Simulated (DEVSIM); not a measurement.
System: Ru/Al2O3/SiO2/p-Si capacitor, at 300 K.

Layer 1 from the left is Al2O3, thickness (nm) 3.90. Layer 2 from the left is SiO2, thickness (nm) 1.40. Layer 3 from the left is Si, thickness (nm) 890, Na (cm⁻³) 4.2e17.

Metal gate on the left, work function 4.7 eV. Fixed charge at the semiconductor interface 0 cm⁻² (in units of +e); no interface traps.

The device is made up for the run: typed textbook-type constants, with dimensions and the other settings drawn at random. Values at 300 K.

Al2O3: gap (eV) 6.8, affinity (eV) 1.35, permittivity 9. SiO2: gap (eV) 9, affinity (eV) 0.9, permittivity 3.9. Si: gap (eV) 1.124, affinity (eV) 4.05, permittivity 11.7, Nc (cm⁻³) 2.86e19, Nv (cm⁻³) 3.1e19.

Simulated with DEVSIM: 1D Poisson equation in equilibrium, Boltzmann statistics, complete ionisation; no quantum confinement or tunnelling. Metal contacts follow the ideal Schottky-Mott rule: no Fermi-level pinning, no interface dipoles.

**Question.** What does the simulation give for the minimum of the low-frequency capacitance, the flat-band voltage?

**Answer.** minimum of the low-frequency capacitance 0.182 μF/cm²; flat-band voltage -0.36 V.
